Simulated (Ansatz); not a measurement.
Start from HgS in the zinc blende structure (space group F-43m, No. 216; a = 5.992 Å).

Computed with plane-wave PAW DFT at the PBE level (Ansatz, a program for electronic structure, 420 eV), no SOC.

For the base:

The pressure is 0.0 GPa and the band gap is zero.

Perturbation: every lattice vector is stretched by 1.50 %; the atoms relax in the strained cell.

**Question.** Predict the new pressure, energy relative to the base and band gap.

**Answer.** The pressure goes from zero to -2.0 GPa; the energy increases by 8.1 meV/atom; the band gap remains zero.

A case with no gap was solved on a k-mesh chosen for an insulator, which is coarse for it. With Hg present, leaving out spin-orbit coupling can change the band edges. Whether these cells are dynamically stable was not tested. The final runs are not spin-polarised. The zero or small gap of HgS can change with the level of theory.
